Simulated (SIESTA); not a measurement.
# Several settings converged on Ta₂Si (Fmm2, 6 atoms in the cell)

```yaml
crystal:
  lattice:
    - [-3.07850, 3.07850, 2.51607]
    - [3.07850, -3.07850, 2.51607]
    - [3.07850, 3.07850, -2.51607]
  atoms:
    - { symbol: Ta, position: [0.66359, 0.83641, 0.50000] }
    - { symbol: Ta, position: [0.33641, 0.16359, 0.50000] }
    - { symbol: Ta, position: [0.84215, 0.34215, 0.18430] }
    - { symbol: Ta, position: [0.16359, 0.66359, 0.82718] }
    - { symbol: Si, position: [0.25000, 0.25000, 0.00000] }
    - { symbol: Si, position: [0.75000, 0.75000, 0.00000] }
```

Base method: LDA PW92, numerical atomic orbitals DZP, PseudoDojo LDA standard norm-conserving potentials (rewritten from UPF to PSML) in SIESTA 5.4.2.

Base settings: XC.functional = LDA; XC.authors = PW92; potentials = PseudoDojo LDA standard; PAO.BasisSize = DZP; PAO.EnergyShift = 0.01 Ry; MeshCutoff = 400 Ry; kgrid.MonkhorstPack = 3 3 3; OccupationFunction = MP; OccupationMPOrder = 0; ElectronicTemperature = 1160.45 K.

Core times come from one kind of shared machine, to one figure; runs under 30 s give none.

**The cutoff of the real-space grid**

The mesh stays at the base's, so the ladder's end is converged at best in this setting alone.

Only quantities that move along the ladder and can be compared are tabulated.

| MeshCutoff | pressure (GPa) | largest difference of a force vector from the last step's (eV/Å) | core time / last (rough) |
|---|---|---|---|
| 140 Ry (149 Ry used) | -6.92 | 0.015 | 0.2 |
| 180 Ry (189 Ry used) | -6.92 | 0.006 | 0.3 |
| 220 Ry (233 Ry used) | -6.97 | 0.004 | 0.4 |
| 280 Ry (336 Ry used) | -6.95 | 0.003 | 0.4 |
| 360 Ry (365 Ry used) | -6.99 | 0.004 | 0.4 |
| 400 Ry (425 Ry used) | -6.99 | 0.006 | 0.6 |
| 480 Ry (525 Ry used) | -6.98 | 0.004 | 0.4 |
| 700 Ry (756 Ry used) | -6.98 | 0.000 | 1 |

Coarsest MeshCutoff that holds the pressure within 0.05 GPa of the last step, with all finer ones: 220 Ry (233 Ry used), at about 0.4 of the last step's time; the step before is off by 0.06 GPa.

**The setting basis size**

Level: DFT, LDA PW92, numerical atomic orbitals TZP, PseudoDojo LDA standard norm-conserving potentials (rewritten from UPF to PSML).

Moved along: PAO.BasisSize.

The second cell is the first with its lattice scaled by 0.98.

The mesh stays at the base's, so the ladder's end is converged at best in this setting alone.

The sets are ordered by size and need not be nested.

Only quantities that move along the ladder and can be compared are tabulated.

```csv
basis (functions),energy of the compressed cell less the first (meV/atom),pressure (GPa),largest difference of a force vector from the last step's (eV/Å),core time / last (rough)
SZ (48),-35.56,-13.36,1.282,–
SZP (70),-3.10,-7.80,0.193,0.2
DZ (80),0.89,-7.00,0.755,0.3
DZP (102),-1.24,-6.99,0.092,0.4
TZP (134),-7.85,-8.22,0.000,1
```

Coarsest basis (functions) that holds the energy of the compressed cell less the first within 2 meV/atom: not settled: the last two steps still differ by 6.6 meV/atom, over half the tolerance, so the ladder does not show it.

Coarsest basis (functions) that holds the forces within 0.02 eV/Å: not settled: the last two steps still differ by 0.092 eV/Å, over half the tolerance, so the ladder does not show it.

Coarsest basis (functions) that holds the pressure within 1 GPa: not settled: the last two steps still differ by 1.2 GPa, over half the tolerance, so the ladder does not show it.

On the base run: the starting cell comes from a database of computed structures (which also holds hypothetical and non-ambient phases and stackings), without a prior relaxation at this level. Its lattice was rescaled by up to half a per cent. One atom was moved a little off its site on purpose. Spin polarisation is off. Values carry the incompleteness of an atom-centred basis. In the base run, with a pressure of about -7 GPa the cell is away from its equilibrium volume at this level. Without a gap this mesh is coarse (it stands for a supercell whose shortest vector is 15 Å).

Left out of this page: 1 run of the series failed or unconverged.
